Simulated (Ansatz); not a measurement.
Input:

End structure of a constructed model of the (0001) surface of hcp Ti, a layer of Hf in place of the third plane (bottom of the slab: a bare face, its two planes held):

```
CELL_PARAMETERS angstrom
      2.93864     0.00000     0.00000
     -1.46932     2.54493     0.00000
      0.00000     0.00000    28.00000
ATOMIC_POSITIONS crystal
  Ti 0.66667 0.33333 0.28913
  Ti 0.33333 0.66667 0.37219
  Ti 0.66667 0.33333 0.45530
  Hf 0.33333 0.66667 0.54677
  Ti 0.66667 0.33333 0.63913
  Ti 0.33333 0.66667 0.71657
```

Model: 6-atom slab, 11.8 Å thick at the start, 15x15x1 mesh, Fermi-Dirac 0.1 eV, dipole correction, 2 atoms held, the rest relaxed; start symmetry kept, larger cells not searched; no spin, no spin-orbit, no U. In PBE it is, or lies within 0.01 eV a 1x1 cell of, the lowest of the 2 structures of its composition computed so far; larger cells were not tried.

**Question.** What is the computed work function of the top face (PBE in Ansatz, a first-principles code)?

**Answer.** 4.37 eV
